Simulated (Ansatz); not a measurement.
Amorphous In$_{8}$Ga$_{8}$Zn$_{8}$O$_{32}$, 56 atoms at 5.48 g/cm³, one PBE-relaxed geometry, zone centre. Methods: PBE, scalar-relativistic without spin-orbit coupling (Ansatz, a program for electronic structure); r2SCAN, scalar-relativistic without spin-orbit coupling (Ansatz); HSE06, scalar-relativistic without spin-orbit coupling (Ansatz). Plane waves to 420 eV (r2SCAN 500 eV); exact exchange is cut at the cell's faces. At PBE the levels at the filled edge of the gap are localised (band-tail or defect states). All rungs ran without spin polarisation.

The cell was made by melting and quenching with the CHGNet potential and then relaxed with DFT. O atoms were pushed apart under 1.9 Å during the dynamics, to hinder bonds among them. The hot cell started wider than the set density and was brought back towards it in steps. It is the lowest in DFT energy of 2 quenches. It is a model cell: composition and starting density were chosen by hand, and all elements were melted together. No dispersion term was used. Its density started from a set value of 5.47 and ended at 5.48 g/cm³. Cooling (nominally 340 K/ps over its main leg) ran many orders faster than in experiment, which tends to leave more defects and strain. A cell of this size samples the disorder only roughly. The volume was free in the relaxation, at fixed shape. Stress components on the final sampling reach 2.1 GPa.

The relaxation ran on the zone centre alone. At PBE the level gap is 0.63 eV on a 2×2×2 Γ-centred mesh, and the spacing at the zone centre alone 0.70 eV.

Task: What zone-centre spacing does r2SCAN give, roughly?

Result: 1.13 eV (+0.43 eV against PBE).

Task: What zone-centre spacing does HSE06 give, roughly?

Result: 2.28 eV (+1.58 eV against PBE).

The highest filled and the lowest empty state spread over these numbers of atoms (participation numbers): PBE: 9.3 and 47.1; r2SCAN: 8.7 and 45.9; HSE06: 8.5 and 45.6.
